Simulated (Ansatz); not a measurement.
InP (F-43m), HSE06 with spin-orbit coupling, rigid bands in Ansatz (a quantum-chemistry and plane-wave program): N_v = 2.15e19 cm⁻³ at 300 K and a hole conductivity mass of 0.537 mₑ.

Question: For 1e16 holes per cm³ at 300 K, place the Fermi level, estimate the Seebeck coefficient of a parabolic band with constant τ, and give mobility and conductivity for τ = 20 fs.

Answer: The level lies k_BT ln(N_v/p) = 0.198 eV above the valence-band maximum. S ≈ +(k_B/e)[ln(N_v/p) + 5/2] = 877 μV/K, against 893 μV/K from the full bands (mean over directions). μ = eτ/m = 65.5 cm²/(V·s) and σ = peμ = 0.105 S/cm. τ is assumed, not computed.

Band transport and this doping are assumed; polarons and phonon drag are left out. Geometry: cell and atoms relaxed with PBEsol.
